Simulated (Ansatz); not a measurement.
Defect: interstitial Cu in silicon strained by -1.5 % along x and y, z held, charge state +1. Method: PBE, PAW (plane waves to 420 eV; Ansatz, a first-principles code).

Cell of 64 host sites held at the strained lattice (strain from the relaxed PBE one, atoms relaxed); a 2×2×2 k-point mesh shifted by half a step; Fermi-Dirac width 0.01 eV, spin-restricted; finite-size errors left in. No zero-point or tunnelling terms. The charge state is imposed; whether it is stable for some Fermi level was not computed. Sites that were not tried may lie lower.

Barriers: single points on a 3×3×3 k-point mesh shifted by half a step at the bands' geometries.

The step: one Cu atom jumps by itself. Atoms about the jump, Cartesian Å from the middle of the jump, before and after:

```
atom     x0     y0     z0     x1     y1     z1
----  -----  -----  -----  -----  -----  -----
Cu1   -0.67   0.67   0.68   0.67  -0.67  -0.68
Si2    2.03   0.68   0.68   2.06   0.72   0.73
Si3   -0.68  -2.03   0.68  -0.72  -2.06   0.73
Si4    0.72   2.07  -0.73   0.67   2.04  -0.68
Si5   -2.07  -0.72  -0.73  -2.04  -0.67  -0.68
Si6    0.72  -0.72   2.10   0.67  -0.67   2.07
Si7   -0.68   0.68  -2.07  -0.72   0.72  -2.10
Si8   -2.07   2.07   2.10  -2.03   2.03   2.06
Si9    2.02  -2.02  -2.06   2.06  -2.06  -2.10
Si10  -0.68   3.39   0.68  -0.68   3.37   0.69
Si11   3.36  -0.68  -0.69   3.38  -0.67  -0.68
Si12  -3.39   0.68   0.68  -3.37   0.68   0.69
Si13   0.68  -3.36  -0.69   0.67  -3.38  -0.68
Si14  -0.68   0.68   3.44  -0.68   0.68   3.42
Si15   0.68  -0.68  -3.42   0.67  -0.67  -3.44
```

### Question
Where do these atoms stand at the saddle point, and how high is it?

### Answer

```csv
atom,x,y,z
Cu1,0.00,0.00,0.00
Si2,2.11,0.72,0.72
Si3,-0.72,-2.11,0.72
Si4,0.71,2.12,-0.72
Si5,-2.12,-0.71,-0.72
Si6,0.71,-0.71,2.13
Si7,-0.71,0.71,-2.13
Si8,-2.00,2.00,2.03
Si9,1.99,-1.99,-2.03
Si10,-0.67,3.39,0.68
Si11,3.38,-0.67,-0.68
Si12,-3.39,0.67,0.68
Si13,0.67,-3.38,-0.68
Si14,-0.67,0.67,3.43
Si15,0.67,-0.67,-3.43
```
It lies 0.17 eV above the start and 0.17 eV above the end. The saddle point's order was not checked, and it lies on a symmetry element of the cell, where a band can be held.
